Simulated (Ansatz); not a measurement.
Worked example: zone-centre phonon calculation of K2Pd (P4/mmm, 3 atoms in the cell) in Ansatz (a quantum-chemistry and plane-wave program).

Computed with LDA (PW92), default PAW files made with PBE (plane waves; Ansatz).

```
K2Pd
1.0
    5.68409     0.00000     0.00000
    0.00000     5.68409     0.00000
    0.00000     0.00000     3.67632
K Pd
2 1
Cartesian
  0.00000   2.84205   1.83816
  2.84205   0.00000   1.83816
  0.00000   0.00000   0.00000
```

Reference input (self-consistent single point, DFT, LDA (PW92), plane waves, default PAW files made with PBE): basis.ecutwfc = 420 eV; kpoints.mp_grid.grid = 6 6 9; hamiltonian.xc = lda; hamiltonian.pseudopotentials = {kind: paw} (the program's default PAW files); scf.occupations.method = fermi_dirac; scf.occupations.width = 0.1 eV. This run's input differs from it in these lines:

```diff
@@ -23,6 +23,6 @@
     width: 0.1
-output:
-  forces: true
-  eigenvalues: true
-  stress: true
+  convergence:
+    dr2_threshold: 1.0e-05 eV
+phonons:
+  method: dfpt
```

Output (repeated stretches shortened):

```
SCF iter   1: F=—  HF=-9836.363274 eV  |F-HF|=—  |Δ(HF+E_count)|=         —  Δρ=7.42e-3  dr2=7.56e-2  ethr=1.77e-3  ⟨swp⟩=5.8  Hψ=8093  notcnv=0
all-band conjugate gradients solve this SCF's bands
preconditioner: auto → LDOS
SCF iter   2: F=—  HF=-9836.375661 eV  |F-HF|=—  |Δ(HF+E_count)|=   1.24e-2  Δρ=9.81e-3  dr2=1.36e-1  ethr=2.10e-4  ⟨swp⟩=2.0  Hψ=4052  notcnv=0
SCF iter   3: F=—  HF=-9836.352995 eV  |F-HF|=—  |Δ(HF+E_count)|=   2.27e-2  Δρ=1.85e-3  dr2=4.65e-3  ethr=2.10e-4  ⟨swp⟩=2.0  Hψ=2203  notcnv=0
SCF iter   4: F=—  HF=-9836.352357 eV  |F-HF|=—  |Δ(HF+E_count)|=   6.37e-4  Δρ=1.67e-4  dr2=7.48e-5  ethr=1.29e-5  ⟨swp⟩=2.0  Hψ=2334  notcnv=0
SCF iter   5: F=—  HF=-9836.352382 eV  |F-HF|=—  |Δ(HF+E_count)|=   2.49e-5  Δρ=6.34e-5  dr2=1.12e-5  ethr=2.08e-7  ⟨swp⟩=2.5  Hψ=2904  notcnv=0
SCF iter   6: F=-9836.352381 eV  HF=-9836.352382 eV  |F-HF|=7.12e-7  |Δ(HF+E_count)|=   4.49e-7  Δρ=2.00e-5  dr2=9.53e-7  ethr=2.78e-8  ⟨swp⟩=10.2  Hψ=13275  notcnv=0
SCF 1 converged in 6 iterations: F = -9836.352381 eV  dr2 = 9.53e-7
DFPT response loops at Γ: preconditioner auto → none (partly filled bands, converged f_vac=0.186); β = 0.50; Broyden in place of MSR1
Free energy (F): -9836.352381 eV
Internal energy: -9836.304174 eV  (E = F + TS)
E sigma→0 (E₀):  -9836.328278 eV
Entropy (-TS):   -0.048207 eV (-16.069 meV/atom)
Fermi energy:    4.557843 eV
--- Phonons (Γ-DFPT): 5 representative perturbations + reference, on 80 of 324 k-points (Σ response iterations 16) ---
  k mesh reduced under 8 symmetry operations, with k and −k counted as one. Each operation leaves every solved displacement unchanged or reverses it
  ASR residual: 2.663e-2 → 0.000e0 eV/Å²; symmetrization residual: 1.372e-7 eV/Å²
  ASR residual per site (eV/Å²): 1.54e-2 1.54e-2 2.66e-2
  Γ frequencies (cm⁻¹): 0.00 0.00 0.00 31.93 63.41 69.47 69.47 99.22 99.22
  non-analytic LO–TO correction: not included (Born effective charges unavailable; polar crystals: no LO–TO splitting at Γ)
```

The run converged in 6 iterations. 

Summary of the result:
```
Item                                                                               Result
--------------------------------------------------------  -------------------------------
Free energy E − TS (on the zero of these files)                             -9836.3524 eV
Fermi level (on the code's own zero)                                              4.56 eV
Zone-centre frequencies (cm⁻¹; negative means imaginary)  0, 0, 0, 32, 63, 69, 69, 99, 99
```

The starting cell comes from a database of computed structures (which also holds hypothetical and non-ambient phases and stackings), without a prior relaxation at this level. Its lattice was rescaled by up to half a per cent. Spin polarisation is off.

Cost on one core of a shared machine: roughly 2 min.

Keys are those of Ansatz 0.2.
